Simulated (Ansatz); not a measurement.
Levels about the gap of amorphous IGZO (In10Ga10Zn5O35) (60 atoms in a cell of 794 Å³, 5.71 g/cm³; zone centre alone, so wide bands show as single levels with stretches between that a denser mesh fills), at the geometry that PBE relaxed, where it gives 0.1 GPa on a denser mesh. Exact exchange is cut at the faces of this small cell, which leaves a finite-size error. The participation number counts the atoms over which a state spreads; weights are charges in smoothed Voronoi cells. The levels come from a single point, so bond lengths are those of that geometry. Method of the levels: HSE06, scalar-relativistic without spin-orbit coupling (Ansatz, an electronic-structure program). Sampling: the zone centre alone; Fermi-Dirac width 0.02 eV; no spin polarisation. At PBE the levels at the filled edge of the gap are localised (band-tail or defect states).

It comes from a melt-quench run on a machine-learned potential (CHGNet), relaxed afterwards by DFT. O atoms were pushed apart under 1.9 Å during the dynamics, to hinder bonds among them. The hot cell started wider than the set density and was brought back towards it in steps. It is the lowest in DFT energy of 2 quenches. It is a model cell: composition and starting density were chosen by hand, and all elements were melted together. No dispersion term was used. A short ab initio anneal came between quench and relaxation. Its density started from a set value of 5.74 and ended at 5.71 g/cm³. The quench (nominally 84 K/ps over its main leg) was far faster than any real one, so the model tends to hold more defects than a real film. A cell of this size samples the disorder only roughly. The volume was free in the relaxation, at fixed shape. Stress components on the final sampling reach 1.4 GPa.

```tsv
E - E(highest filled), eV	filling	participation number	largest on	weight O	weight In	weight Ga	weight Zn
-0.34	filled	13.3	O, 3 neighbours	0.91	0.03	0.02	0.04
-0.31	filled	22.7	O, 3 neighbours	0.87	0.02	0.02	0.08
-0.24	filled	20.5	O, 3 neighbours	0.90	0.04	0.02	0.05
-0.19	filled	10.6	O, 3 neighbours	0.93	0.03	0.02	0.02
-0.15	filled	10.7	O, 3 neighbours	0.91	0.03	0.02	0.04
-0.11	filled	8.8	O, 3 neighbours	0.92	0.01	0.02	0.04
0.00	filled	7.7	O, 3 neighbours	0.88	0.01	0.02	0.08
2.48	empty	54.1	In, 6 neighbours	0.51	0.26	0.14	0.09
5.13	empty	22.5	In, 5 neighbours	0.54	0.33	0.06	0.07
5.48	empty	31.9	In, 5 neighbours	0.55	0.31	0.07	0.06
5.59	empty	27.2	In, 5 neighbours	0.56	0.34	0.06	0.05
5.66	empty	31.3	In, 5 neighbours	0.56	0.32	0.09	0.03
5.78	empty	32.6	In, 5 neighbours	0.55	0.30	0.11	0.04
5.98	empty	42.2	Ga, 4 neighbours	0.57	0.20	0.16	0.06
```

Most localised among these is the filled level at +0.00 eV, on a O atom, which has 3 neighbours (Ga 1.81 Å, Zn 1.89 Å, Zn 1.97 Å).
